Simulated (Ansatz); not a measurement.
Here is the system:

End structure of a 3x3 cell of the 1x1 (0001) surface of hcp Ru, relaxed from a rattled start:

```
CELL_PARAMETERS angstrom
      8.16420     0.00000     0.00000
     -4.08210     7.07041     0.00000
      0.00000     0.00000    25.50000
ATOMIC_POSITIONS crystal
  Ru 0.22222 0.11111 0.37633
  Ru 0.22222 0.44444 0.37633
  Ru 0.22222 0.77778 0.37633
  Ru 0.55556 0.11111 0.37633
  Ru 0.55556 0.44444 0.37633
  Ru 0.55556 0.77778 0.37633
  Ru 0.88889 0.11111 0.37633
  Ru 0.88889 0.44444 0.37633
  Ru 0.88889 0.77778 0.37633
  Ru 0.11111 0.22222 0.45766
  Ru 0.11111 0.55556 0.45766
  Ru 0.11111 0.88889 0.45766
  Ru 0.44444 0.22222 0.45766
  Ru 0.44444 0.55556 0.45766
  Ru 0.44444 0.88889 0.45766
  Ru 0.77778 0.22222 0.45766
  Ru 0.77778 0.55556 0.45766
  Ru 0.77778 0.88889 0.45766
  Ru 0.22222 0.11111 0.54234
  Ru 0.22222 0.44444 0.54234
  Ru 0.22222 0.77777 0.54234
  Ru 0.55556 0.11110 0.54234
  Ru 0.55556 0.44444 0.54234
  Ru 0.55555 0.77777 0.54234
  Ru 0.88889 0.11110 0.54234
  Ru 0.88888 0.44443 0.54234
  Ru 0.88889 0.77777 0.54234
  Ru 0.11110 0.22222 0.62368
  Ru 0.11110 0.55554 0.62368
  Ru 0.11111 0.88890 0.62368
  Ru 0.44446 0.22221 0.62368
  Ru 0.44445 0.55556 0.62368
  Ru 0.44444 0.88888 0.62368
  Ru 0.77777 0.22223 0.62367
  Ru 0.77777 0.55553 0.62368
  Ru 0.77778 0.88888 0.62368
```

Set-up: 36 atoms, 6.4 Å thick at the start (thin: gaps and levels are the slab's own); mesh 4x4x1; 0.1 eV smearing; dipole correction on; 18 atoms held, the rest relaxed; no spin, no spin-orbit, no U.

Q: What work function of the top face does PBE (Ansatz, a program for electronic structure) give?

A: 5.00 eV
